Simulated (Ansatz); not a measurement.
Consider interstitial O in beta Ga2O3, charge state -2. The step: several atoms move together, O the farthest (a rearrangement that moves the defect's centre by under 1 Å); the atom moves 1.07 Å along (0.04, -0.31, 0.02) of the unit cell; the moving atom starts with neighbours Ga at 1.96, Ga at 1.97, Ga at 2.00; O at 2.39, O at 2.48 Å and ends with 2 Ga at 2.08, 2 Ga at 2.10; 2 O at 2.41, O at 2.45 Å. DFT values are from Ansatz (plane-wave PAW, 420 eV unless said) in a cell of 120 host sites, spin-restricted, static, with no finite-size correction. The charge state is imposed; whether it is stable for some Fermi level was not computed. Sites that were not tried may lie lower. The start lies 0.044 eV above the lowest site run (PBE). For the PBE band: the saddle point's order was not checked.

```tsv
Level	Forward barrier (eV)	Cost of the band or of the saddle's single point
CHGNet universal potential (has no charge state), its own band	0.08	-
PBE, the Γ point alone, band relaxed	0.13	roughly 40 core-minutes
PBE, a 2×2×2 k-point mesh shifted by half a step, same geometries	0.13	around 7 core-minutes (rough)
r2SCAN at 500 eV, the Γ point alone, same geometries	…	about 110 core-seconds (a rough figure)
```

Task: What belongs in the gaps?

Result: 
- r2SCAN at 500 eV, the Γ point alone, same geometries, Forward barrier (eV): 0.18

Ansatz is an electronic-structure program.
